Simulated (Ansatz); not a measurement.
The parent structure is Be2C (space group Fm-3m, No. 225; a = 4.311 Å).

Method: Kohn–Sham DFT with the PBEsol functional, run in Ansatz (a first-principles code) with PAW and 420 eV plane waves, no spin-orbit coupling.

For the base:

| Item | Value |
|---|---|
| Gap character | indirect, Γ → X |
| Gap between the host's bands | 1.08 eV |

Modification: 0.0200 electrons added to each cell, a density of 1.0×10^21 cm⁻³, with a uniform compensating background at fixed cell and a 300 K Fermi–Dirac width.

Question: What happens to the Fermi level from band edge?

Answer: The Fermi level relative to the doped band's edge (positive inside the band; to 0.05 eV) comes out as +0.50 eV.

Question: Predict the new gap character.

Answer: The gap character is still indirect, Γ → X.

Question: What happens to the gap between the host's bands?

Answer: The gap between the host's bands is nearly the same (1.08 eV against 1.07 eV).

Charged cell with a jellium background: band edges are those of the host's band count, energies are not comparable with the neutral cell, and many-body gap narrowing is missing. Whether these cells are dynamically stable was not tested.
